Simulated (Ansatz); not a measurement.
Pt (Fm-3m) under hydrostatic pressure: mean free path at 300 K by PBEsol, DFPT electron-phonon coupling, linearised Boltzmann equation (plane waves, PAW, scalar-relativistic; Ansatz, a first-principles code). The unloaded cell, whose axes the loads refer to:

```
Pt
1.0
    0.00000     1.95864     1.95864
    1.95864     0.00000     1.95864
    1.95864     1.95864     0.00000
Pt
1
Cartesian
  0.00000   0.00000   0.00000
```

```json
[
 {"hydrostatic pressure (GPa)": "-4", "volume per atom (Å³)": "15.25", "mean free path at 300 K (nm)": "5.81"},
 {"hydrostatic pressure (GPa)": "0", "volume per atom (Å³)": "15.03", "mean free path at 300 K (nm)": "6.21"},
 {"hydrostatic pressure (GPa)": "5", "volume per atom (Å³)": "14.78", "mean free path at 300 K (nm)": "6.68"},
 {"hydrostatic pressure (GPa)": "15", "volume per atom (Å³)": "14.35", "mean free path at 300 K (nm)": "?"}
]
```

Question: Fit a straight line to ln(mean free path at 300 K) against the load over the rows given, and predict the row at 15 GPa.

Answer: The means are x̄ = 0.333 GPa and ȳ = 1.8283; Σ(x − x̄)(y − ȳ) = 0.6290 and Σ(x − x̄)² = 40.67, so the slope is 1.55 % per GPa, and the rows given lie within 0.30 % of the line. At 15 GPa the line gives 7.81 nm; the calculation gives 7.55 nm, 3.4 % from it.

Metals; harmonic phonons alone scatter; means over directions. The mean free path is weighted by the current that each state carries. Halving the electron mesh moves these values by up to 6 %; q meshes are mostly untested. Spin-orbit coupling is left out. Stresses and pressures are the targets of the relaxation. The structure type is held at every load. Geometry: relaxed with this functional, without spin-orbit coupling.

The missing spin-orbit coupling matters most for Pt under load (space group Fm-3m).
